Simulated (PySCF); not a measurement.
PySCF 2.14.0, R2SCAN/def2-svp, df: B(H)(Me)(NHiPr) (CBNC(C)C), 18 atoms. The geometry is a generated start, not checked to be a minimum at this level.

| Quantity | Value |
|---|---|
| task | energy |
| method | r2scan |
| basis | def2-svp |
| two-electron scheme | density fitting |
| mol.max_memory | 3000 MB |
| mf.max_cycle | 100 |
| mf.conv_tol | 1e-09 (default) |
| mf.grids.level | 3 (default) |
| basis functions | 144 |
| grid points | 202120 |

```xyz
18

B      0.2519    -0.0041     1.5549
H     -0.0604    -1.0831     1.8819
C      0.5107     1.1399     2.6303
H      1.2908     1.8350     2.3234
H      0.7807     0.7469     3.6069
H     -0.3996     1.7249     2.7689
N      0.3901     0.3160     0.2177
C      0.2279    -0.4887    -0.9854
C     -0.8907    -1.5175    -0.8360
C     -0.0617     0.4317    -2.1702
H      0.6938     1.2528    -0.0118
H      1.1707    -1.0267    -1.1836
H     -1.0257    -2.0542    -1.7718
H     -0.6525    -2.2343    -0.0575
H     -1.8218    -1.0204    -0.5726
H     -0.1581    -0.1450    -3.0847
H     -0.9883     0.9742    -2.0039
H      0.7423     1.1527    -2.3064
```

With the defaults (mf.DIIS = CDIIS, mf.diis = true, mf.diis_damp = 0, mf.diis_space = 8, mf.init_guess = minao, mf.level_shift = 0, mf.damp = 0, mf.diis_start_cycle = 1) it converges in 12 Fock builds. One run each on 2 threads, 1 BLAS thread, with these changes:
- mf.diis_damp = 0.3
- mf.init_guess = mod_huckel
- mf.level_shift = 0.1 Hartree
- mf.diis_space = 20
- mf.DIIS = EDIIS
- mf.diis = false
- mf.DIIS = ADIIS
- mf.damp = 0.3, mf.diis_start_cycle = 4
- mf.diis_space = 3

Which of these changes keep the SCF from converging, or lead it to another solution?

No convergence: mf.DIIS = EDIIS; mf.diis = false (the run ends without SCF convergence in 100 cycles). The rest reach the solution of the defaults.

```json
[
 {"setting": "the defaults", "Fock builds": "12", "end": "same solution"},
 {"setting": "mf.diis_damp = 0.3", "Fock builds": "12", "end": "same solution"},
 {"setting": "mf.diis_space = 20", "Fock builds": "12", "end": "same solution"},
 {"setting": "mf.level_shift = 0.1 Hartree", "Fock builds": "12", "end": "same solution"},
 {"setting": "mf.init_guess = mod_huckel", "Fock builds": "14", "end": "same solution"},
 {"setting": "mf.damp = 0.3, mf.diis_start_cycle = 4", "Fock builds": "14", "end": "same solution"},
 {"setting": "mf.diis_space = 3", "Fock builds": "16", "end": "same solution"},
 {"setting": "mf.DIIS = ADIIS", "Fock builds": "17", "end": "same solution"},
 {"setting": "mf.DIIS = EDIIS", "Fock builds": "101", "end": "no convergence"},
 {"setting": "mf.diis = false", "Fock builds": "101", "end": "no convergence"}
]
```
